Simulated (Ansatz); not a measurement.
## What C vacancy, symmetric start does to C

Start from a 16-atom supercell of C in the diamond structure (space group Fd-3m, No. 227; a = 3.5603 Å) at its relaxed geometry.

The change: a neutral C vacancy, symmetric start, atoms relaxed at fixed cell.

Level of theory: r2SCAN in Ansatz (plane waves to 500 eV, PAW, no spin-orbit coupling). Settings: 6×6×6 k-points, 0.01 eV Fermi–Dirac smearing.

| quantity | base | changed | shift |
|---|---|---|---|
| pressure | 0.0 GPa | -0.5 GPa | -0.5 GPa |
| energy gained by relaxation | – | 0.70 eV | – |
| largest displacement of a host atom from its site in the perfect cell | – | 0.11 Å | – |
| mean distance from the defect site to its nearest host atoms | 1.54 Å | 1.65 Å | +0.11 Å |

Final structure:

```
CELL_PARAMETERS angstrom
      0.00000     3.56028     3.56028
      3.56028     0.00000     3.56028
      3.56028     3.56028     0.00000
ATOMIC_POSITIONS crystal
  C  0.24926 0.24926 0.75074
  C  0.24926 0.75074 0.24926
  C  0.24926 0.75074 0.75074
  C  0.75074 0.24926 0.24926
  C  0.75074 0.24926 0.75074
  C  0.75074 0.75074 0.24926
  C  0.75000 0.75000 0.75000
  C  0.38351 0.38351 0.38351
  C  0.38351 0.38351 0.84946
  C  0.38351 0.84946 0.38351
  C  0.37576 0.87475 0.87475
  C  0.84946 0.38351 0.38351
  C  0.87475 0.37576 0.87475
  C  0.87475 0.87475 0.37576
  C  0.87475 0.87475 0.87475
```

Other magnetic orders, which the real material may have, were not ruled out. In so small a cell the defect repeats every few ångströms: this is an ordered compound, not a dilute defect. The mesh was chosen for an insulator and is coarse for the gapless case. The defect started on the symmetric site and kept its symmetry, so it may sit on a saddle. Starting moments died away, wholly or in part, for C vacancy; another magnetic solution may exist. The defect cell is spin-polarised and ends with 0.1 μB.

Ansatz is a program for electronic structure.
